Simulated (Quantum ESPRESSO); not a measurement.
Quantum ESPRESSO 7.5, DFT, PBE, plane waves, PseudoDojo 0.5 standard norm-conserving PBE (local tails restored to the Coulomb form): fcc Al with 3 Cu on Al sites, atoms displaced (Cu3Al5), unrelaxed at the host's lattice constant, 8 atoms. Basis and mesh were picked for this test and aren't claimed converged.

| Property | Result |
|---|---|
| cell | 5.73, 5.73, 5.73 Å; 60, 60, 60° |
| distance to the nearest atom | 2.59 to 2.77 Å |
| task | scf |
| k mesh | 3×3×3 |
| ecutwfc | 92 Ry |
| ecutrho | 368 Ry |
| occupations | smearing |
| smearing | mv |
| degauss | 0.02 Ry |
| conv_thr | 8e-09 Ry |
| tprnfor | true |
| tstress | false |
| k-point pools (-nk) | 8 |
| diagonalization | david (default) |
| k-points computed | 14 |
| bands | 43 |
| electrons | 72 |
| G-vectors of the density | 106907 |
| FFT grid | 72×72×72 |

Settings of this run: mixing_mode = plain, mixing_beta = 0.7, mixing_ndim = 2; 8 ranks.

```tsv
SCF iteration	band solver's avg # of iterations (first pass)	estimated scf accuracy (Ry)
1	3.3	3.66522229
2	3.0	12.64728055
3	2.2	1.12545086
4	2.0	0.09595020
5	6.4	0.09598790
6	2.0	0.00642810
7	6.9	0.00084486
8	3.9	0.00018206
9	2.2	0.00034209
10	2.0	0.00010532
11	2.0	0.00002586
12	2.0	0.00000315
13	2.6	0.00001205
14	2.1	0.00000463
…	…	…
51	4.1	0.00002015
52	4.2	0.00000669
53	4.3	0.00001308
54	4.6	0.00002318
55	4.3	0.00000756
56	4.9	0.00003355
57	4.9	0.00001289
58	4.1	0.00001220
…	…	…
93	6.1	0.00006446
94	6.4	0.00029835
95	6.4	0.00021892
96	6.1	0.00009864
97	6.8	0.00033429
98	6.6	0.00015266
99	6.1	0.00016252
100	6.7	0.00056884
```

It was not converged after the 100 iterations allowed.

Problem. What should be changed so that self-consistency is reached?

Solution. One answer among several that fit: mixing_ndim = 8 (default) (13 SCF iterations) or mixing_ndim = 4 (14 SCF iterations) or mixing_ndim = 16 (14 SCF iterations), all else kept. Counts are of single runs.
